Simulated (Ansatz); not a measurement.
## TiAl: x(B) = 0.25, 8 atoms, Cmmm

Base system: TiAl (space group P4/mmm, No. 123; a = 2.797 Å, c = 4.032 Å).

The other end (x = 1) is TiB (space group P4/mmm, No. 123; a hypothetical phase, not in the database extracts checked): 10.33 Å³/atom, gap zero; this end may not be an ambient phase.

Modification: B replaces 25.0 % of the Al, ordered in a cell of 8 atoms (starting symmetry Cmmm) and fully relaxed.

The values are results of Ansatz (a quantum-chemistry and plane-wave program), PBEsol, PAW, cutoff 420 eV, without spin-orbit coupling, earlier PAW set, not measurements. k-mesh 10×10×12 (Γ-centred); smearing 0.05 eV (Fermi–Dirac), for the changed cell.

The volume per atom decreases by 1.436 Å³, from 15.77 Å³ to 14.34 Å³ and the density goes up by 0.16 g/cm³, from 3.94 g/cm³ to 4.10 g/cm³. The shortest interatomic distance shrinks by 0.166 Å, from 2.797 Å to 2.631 Å and the band gap stays zero. The mixing energy amounts to +0.13 eV/atom (to 0.01 eV only: unlike meshes or grids) (against an end that may be hypothetical) and the deviation of the volume from the linear (Vegard-type) interpolation comes out as -0.5 %.

Final structure:

```
CELL_PARAMETERS angstrom
      2.75070    -5.51569     0.00000
      2.75070     5.51569     0.00000
      0.00000     0.00000     3.77954
ATOMIC_POSITIONS crystal
  Al 0.24847 0.75153 0.50000
  Al 0.75153 0.24847 0.50000
  Al 0.50000 0.50000 0.50000
  B  0.00000 0.00000 0.50000
  Ti 0.12141 0.35990 0.00000
  Ti 0.64010 0.87859 0.00000
  Ti 0.35990 0.12141 0.00000
  Ti 0.87859 0.64010 0.00000
```

Each cell is one ordered arrangement of few atoms, which overstates ordering effects compared with a random alloy. Whether these cells are dynamically stable was not tested. The final runs are not spin-polarised. An odd electron count without spin: TiAl and TiB. Ti4Al3B has a high density of states at the Fermi level and may be magnetic at this level.
